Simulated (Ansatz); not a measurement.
## Amorphous Hf18O36Cu

Preparation: random packing, a CHGNet melt and quench, and a DFT relaxation. O atoms were pushed apart under 1.9 Å during the dynamics, to hinder bonds among them. The hot cell started wider than the set density and was brought back towards it in steps. It is the lowest in DFT energy of 2 quenches. It is a model cell: composition and starting density were chosen by hand, and all elements were melted together. No dispersion term was used.

Methods: PBE, scalar-relativistic without spin-orbit coupling (Ansatz, an electronic-structure program); r2SCAN, scalar-relativistic without spin-orbit coupling (Ansatz); HSE06, scalar-relativistic without spin-orbit coupling (Ansatz). Geometry, pressure, stress and energy are those of the PBE run. Its sampling: a 2×2×2 Γ-centred mesh; Fermi-Dirac width 0.02 eV; collinear spin, started from a total moment of 1 μB (at the end a net moment of 1.0 μB). Other functionals are single points at the zone centre (r2SCAN at 500 eV; exact exchange cut at the cell's faces), free to take moments where seeds were set. In the spin-polarised cell the level spacing at the Fermi energy can part levels of unlike spin.

* **Number of atoms in the cell**: 55
* **Density (held, not predicted)**: 9.01 g/cm³
* **Volume per atom**: 12.91 Å^3
* **Pressure on a 2×2×2 Γ-centred mesh**: 3.33 GPa
* **Largest force and stress component on that mesh (the relaxation ran on the zone centre alone)**: 0.19 eV/Å and 4.5 GPa
* **Energy relative to HfO2 (P2_1/c) + fcc Cu (lowest mix at this level among the phases computed, not always the ambient ones)**: 24.2 kJ/mol-atom
* **Level spacing at the Fermi energy on a 2×2×2 Γ-centred mesh (PBE)**: 0.58 eV
* **Level spacing at the Fermi energy at the zone centre (PBE)**: 0.67 eV
* **Level spacing at the Fermi energy at the zone centre (r2SCAN)**: 0.99 eV
* **Level spacing at the Fermi energy at the zone centre (HSE06)**: 1.55 eV
* **Net moment**: 1.00 μB

Cut-offs for bonds: Hf-Hf 3.34 Å, Hf-O 2.86 Å, Hf-Cu 3.12 Å, O-O 1.58 Å, O-Cu 2.38 Å, Cu-Cu 2.90 Å. Two cations that share two anions don't count as bonded, nor two that share one unless they lie closer than Hf-Hf 3.25 Å, Hf-Cu 3.04 Å, Cu-Cu 2.82 Å.

| Quantity | Result |
|---|---|
| Mean coordination of Hf by anions | 6.17 (1 with 5, 13 with 6, 4 with 7); 3 close contacts or bonds to cations besides |
| Mean coordination of O | 3.19 (1 with 2, 27 with 3, 8 with 4) |
| Mean coordination of Cu by anions | 4.00 (1 with 4); 1 close contacts or bonds to cations besides |
| Mean Hf-O bond | 2.141 Å (spread 0.156 Å, 111 counted) |
| Mean O-Cu bond | 2.099 Å (spread 0.194 Å, 4 counted) |

Its density started from a set value of 9.01 g/cm³. The quench (nominally 300 K/ps over its main leg) was far faster than any real one, so the model tends to hold more defects than a real film. One small periodic cell is one sample of the glass; other quenches scatter about these values. The volume was held where the preparation left it, at a PBE pressure of 3.3 GPa. Stress components on the final sampling reach 4.5 GPa. On a 2×2×2 Γ-centred mesh force components of up to 0.19 eV/Å stay, since the relaxation ran on the zone centre alone.
